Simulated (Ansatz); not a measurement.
Results of LDA (plane waves, PAW; Ansatz, a first-principles code) for fluorite CoSi2.

Numerical settings: plane-wave cutoff 520 eV, 22×22×22 k mesh, Fermi–Dirac smearing 0.066 eV (set by the program), no spin polarisation, scalar-relativistic PAW data made under PBE.

The cell has the measured lattice: a = b = c = 5.3560 Å, α = β = γ = 90.00°.

Problem. Give the computed polycrystal shear modulus (Hill average), elastic constant C11, elastic constant C44 and elastic constant C12.

Solution. 
polycrystal shear modulus (Hill average): 71.2 GPa
elastic constant C11: 228 GPa
elastic constant C44: 92.8 GPa
elastic constant C12: 132 GPa

Note: the cell isn't this level's own, so it is under some stress, which shifts stiffness and frequencies.

Elastic constants are with the ions relaxed.

Static lattice: no zero-point or thermal effects.

Cost on a shared machine: around 22 core-minutes (rough).
